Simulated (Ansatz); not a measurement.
System: Pt (P6₃/mmc, No. 194, 2 atoms in the cell; start mp-2647022; another form than the element's usual one). Method: r²SCAN (Ansatz, a program for electronic structure, PAW).

From the output:

```
Relaxation: its limit of steps is 80 (relax.max_steps)
Crystal: 2 atoms, lattice volume = 30.208 Å³
Basis set: ecut = 560 eV, 895 PW (Γ), exchange–correlation on 72×72×120 points (27 copies of the dense FFT grid, shifted against one another)
Bands: 22, of which v1, the nominal top of the filled ones, is band 18 counted from 1 (17 counted from 0)
Symmetry: 24 space group operations
Space group: P63/mmc (ITA 194), of the structure as read, at distance tolerance 3.1e-5 Å
k-points: 427 of 6912
Functional: x = r2scan, c = r2scan; τ floored in thin density (d = 2e-4 eV/Å³)
SCF iter   1: F=—  HF=-25073.446765 eV  |F-HF|=—  |Δ(HF+E_count)|=         —  Δρ=1.57e-2  dr2=4.70e-2  dr2_τ=2.25e-2
SCF iter   2: F=—  HF=-25073.454408 eV  |F-HF|=—  |Δ(HF+E_count)|=   7.64e-3  Δρ=7.78e-3  dr2=9.41e-3  dr2_τ=1.33e-3
  ...
SCF 1 converged in 6 iterations: F = -25073.455098 eV  dr2 = 8.97e-8
Crystal: 2 atoms, lattice volume = 30.208 Å³
Initial density: handed on by an earlier stage of this run
SCF 2 converged in 4 iterations: F = -25073.455282 eV  dr2 = 6.17e-8
Crystal: 2 atoms, lattice volume = 30.208 Å³
SCF 3 converged in 3 iterations: F = -25073.455296 eV  dr2 = 4.51e-8
Crystal: 2 atoms, lattice volume = 30.208 Å³
SCF iter   4: F=—  HF=-25073.455298 eV  |F-HF|=—  |Δ(HF+E_count)|=  1.71e-10  Δρ=2.24e-7  dr2=1.21e-11  dr2_τ=3.60e-12
SCF iter   5: F=-25073.455298 eV  HF=-25073.455298 eV  |F-HF|=1.46e-11  |Δ(HF+E_count)|=  1.09e-11  Δρ=9.21e-8  dr2=2.00e-12  dr2_τ=1.43e-13
SCF 4 converged in 5 iterations: F = -25073.455298 eV  dr2 = 2.00e-12
SCF converged after 5 iterations
Free energy (F): -25073.455298 eV
Internal energy: -25073.428842 eV  (E = F + TS)
E sigma→0 (E₀):  -25073.442070 eV
Fermi energy:    23.052258 eV
--- Forces (eV/Å), atoms counted from 1 ---
  atom   1  Pt     0.00000000     0.00000000    -0.00000000
  atom   2  Pt    -0.00000000    -0.00000000     0.00000000
--- Stress (GPa, compression-positive) ---
        5.578047       0.000000      -0.000000
        0.000000       5.578047       0.000000
       -0.000000       0.000000       5.578290
  P = ⅓ Tr σ = 5.5781 GPa (55.781 kbar)
```

Question: Write an input file that could have produced this run (the log leaves some choices open).

Answer: Several could match; the one computed here: 
Ansatz 0.2 input:
```yaml
crystal:
  lattice:
    - [2.7167407795, 0.0, 0.0]
    - [-1.3583703898, 2.3527665306, 0.0]
    - [0.0, 0.0, 4.7259894277]
  atoms:
    - { symbol: Pt, position: [0.6666666667, 0.3333333333, 0.75] }
    - { symbol: Pt, position: [0.3333333333, 0.6666666667, 0.25] }
basis:
  ecutwfc: 560
  ecutrho_ratio: 4
  xc_grid: 3
kpoints:
  mp_grid: { grid: [24, 24, 12] }
hamiltonian:
  xc: r2scan
  dispersion: none
  pseudopotentials: { kind: paw }
scf:
  occupations: { method: fermi_dirac, width: 0.05 }
output:
  forces: true
  stress: true
  eigenvalues: true
relax:
  f_tol: 0.004
  escape_saddle: false
  max_steps: 80
  cell: { stress_tol: 0.02, fix: [volume] }
```

The cell is one volume of an energy–volume scan, off the minimum.

The PAW data were made under PBE.

Note: the relaxation could not lower the start's symmetry, so the cell can be a saddle point above a distorted one.

A start named mp-… is a Materials Project structure, which need not be a measured phase.
